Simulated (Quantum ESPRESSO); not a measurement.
# Quick settings and what they miss: a (001) slab of FeAs2 (cut from a parent of space group no. 58; 18 atoms in the cell)

Self-consistent single point.

```xyz
18
Lattice="5.3316 0.0000 0.0000 0.0000 6.0574 0.0000 0.0000 0.0000 17.1847" Properties=species:S:1:pos:R:3 pbc="T T T"
Fe     0.0000     0.0000     6.4369
Fe     2.6658     3.0287     5.0000
Fe     0.0000     0.0000     9.3108
Fe     2.6658     3.0287     7.8739
Fe     0.0000     0.0000    12.1847
Fe     2.6658     3.0287    10.7478
As     0.9535     2.1974     6.4369
As     4.3782     3.8599     6.4369
As     3.6193     0.8313     5.0000
As     1.7124     5.2261     5.0000
As     0.9535     2.1974     9.3108
As     4.3782     3.8599     9.3108
As     3.6193     0.8313     7.8739
As     1.7124     5.2261     7.8739
As     0.9535     2.1974    12.1847
As     4.3782     3.8599    12.1847
As     3.6193     0.8313    10.7478
As     1.7124     5.2261    10.7478
```

Computed with LDA (PZ), PSlibrary PAW (LDA) pseudopotentials (plane waves; Quantum ESPRESSO).

Base settings: ecutwfc = 55 Ry; ecutrho = 330 Ry; occupations = smearing; smearing = gaussian; degauss = 0.0099958 Ry; potentials = {Fe: Fe.pz-n-kjpaw_psl.1.0.0.UPF, As: As.pz-n-kjpaw_psl.1.0.0.UPF}; K_POINTS = automatic 3 3 1 0 0 0; conv_thr = 1e-11 Ry; mixing_beta = 0.3.

Tight run (finer mesh or higher cutoff; not a proven limit): ecutwfc: 55 Ry → 77 Ry; ecutrho: 330 Ry → 462 Ry; conv_thr: 1e-11 Ry → 7.3e-11 Ry; K_POINTS: automatic 3 3 1 0 0 0 → automatic 6 5 1 0 0 0. It gave Fermi level (on the code's own zero) 2.69 eV; pressure averaged over the cell with its vacuum -6.33 GPa; largest force (vector length) 1.824 eV/Å.

Quick runs, as changes from the base:
- A: the base itself
- B: ecutwfc: 55 Ry → 33 Ry; ecutrho: 330 Ry → 198 Ry; smearing: gaussian → fermi-dirac; conv_thr: 1e-11 Ry → 7.3e-05 Ry; K_POINTS: automatic 3 3 1 0 0 0 → automatic 1 1 1 0 0 0
- C: ecutwfc: 55 Ry → 38 Ry; ecutrho: 330 Ry → 228 Ry; smearing: gaussian → fermi-dirac; degauss: 0.0099958 Ry → 0.0147 Ry; conv_thr: 1e-11 Ry → 7.3e-05 Ry; K_POINTS: automatic 3 3 1 0 0 0 → automatic 4 4 1 0 0 0
- D: ecutwfc: 55 Ry → 28 Ry; ecutrho: 330 Ry → 168 Ry; conv_thr: 1e-11 Ry → 7.3e-05 Ry; K_POINTS: automatic 3 3 1 0 0 0 → automatic 4 4 1 0 0 0

Energies are extrapolated to zero smearing width, which holds to low order in the width alone (under cold and Methfessel-Paxton smearing the free energy itself is taken).

The count of work is k-points × plane waves × bands × iterations; it is no time. Core times come from one kind of shared machine and are given to one figure; runs under 30 s give none.

The starting cell comes from a database of computed structures (which also holds hypothetical and non-ambient phases and stackings), without a prior relaxation at this level. The slab is cut from that crystal, and its faces are unrelaxed. Its lattice was rescaled in the plane by a random factor within 2.5 % of one. Spin polarisation is off, so a magnetic state, if there is one, cannot be reached. In the base run, forces exceed 1 eV/Å. Without a gap this mesh is coarse (it stands for a supercell whose shortest in-plane vector is 16 Å).

```csv
run,energy less tight (meV/atom),largest miss in a force vector (eV/Å),count of work / tight,core time / tight (rough)
A,3.1,0.041,0.22,0.3
B,-140.4,1.153,0.013,0.04
C,23.1,0.187,0.15,0.2
D,81.7,0.039,0.090,0.1
```

Among the runs at the tight run's level, the energy misses run from 3.1 to 140.4 meV/atom.

Left out of this page: 2 runs of the series outside the window shown, repeating another row's setting, or not comparable.
